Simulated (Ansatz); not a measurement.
Results of LDA in Ansatz (plane waves, PAW) for KP15 (P-1, No. 2, 32 atoms in the cell; start mp-1211471).

Settings: plane-wave cutoff 520 eV, 6×4×4 k mesh (along the axes of the cell as run), Fermi–Dirac smearing 0.01 eV, scalar-relativistic PAW data made under PBE.

Cell (relaxed with PBE-D3(BJ)):

```yaml
crystal:
  lattice:
    - [6.97023, -0.18844, -0.06751]
    - [2.76214, 8.54972, -0.03746]
    - [2.24209, -0.78681, 11.39246]
  atoms:
    - { symbol: K, position: [0.21428, 0.79225, 0.99751] }
    - { symbol: K, position: [0.78572, 0.20775, 0.00249] }
    - { symbol: P, position: [0.02715, 0.57507, 0.18306] }
    - { symbol: P, position: [0.97285, 0.42493, 0.81694] }
    - { symbol: P, position: [0.27923, 0.11349, 0.81605] }
    - { symbol: P, position: [0.72077, 0.88651, 0.18395] }
    - { symbol: P, position: [0.09988, 0.22553, 0.68608] }
    - { symbol: P, position: [0.90012, 0.77447, 0.31392] }
    - { symbol: P, position: [0.33248, 0.30524, 0.55474] }
    - { symbol: P, position: [0.66752, 0.69476, 0.44526] }
    - { symbol: P, position: [0.21830, 0.42376, 0.28986] }
    - { symbol: P, position: [0.78170, 0.57624, 0.71014] }
    - { symbol: P, position: [0.00959, 0.65127, 0.57854] }
    - { symbol: P, position: [0.99041, 0.34873, 0.42146] }
    - { symbol: P, position: [0.51576, 0.73375, 0.18661] }
    - { symbol: P, position: [0.48424, 0.26625, 0.81339] }
    - { symbol: P, position: [0.31675, 0.01836, 0.42278] }
    - { symbol: P, position: [0.68325, 0.98164, 0.57722] }
    - { symbol: P, position: [0.30852, 0.54170, 0.62280] }
    - { symbol: P, position: [0.69148, 0.45830, 0.37720] }
    - { symbol: P, position: [0.02489, 0.10596, 0.35950] }
    - { symbol: P, position: [0.97511, 0.89404, 0.64050] }
    - { symbol: P, position: [0.75076, 0.49497, 0.18637] }
    - { symbol: P, position: [0.24924, 0.50503, 0.81363] }
    - { symbol: P, position: [0.61820, 0.23138, 0.62268] }
    - { symbol: P, position: [0.38180, 0.76862, 0.37732] }
    - { symbol: P, position: [0.54065, 0.09897, 0.29233] }
    - { symbol: P, position: [0.45935, 0.90103, 0.70767] }
    - { symbol: P, position: [0.11461, 0.10127, 0.17154] }
    - { symbol: P, position: [0.88539, 0.89873, 0.82846] }
    - { symbol: P, position: [0.34929, 0.21432, 0.16596] }
    - { symbol: P, position: [0.65071, 0.78568, 0.83404] }
```

Question: Predict the band gap, smallest direct gap on the k points sampled and direct gap at Γ.

Answer: 
band gap: 0.93 eV (indirect)
smallest direct gap on the k points sampled: 1.16 eV
direct gap at Γ: 1.45 eV

Note: cell and atoms aren't relaxed at this level (largest force component 0.18 eV/Å, pressure -1.3 GPa).

A start named mp-… is a Materials Project structure, which need not be a measured phase.

Ansatz is a quantum-chemistry and plane-wave program.
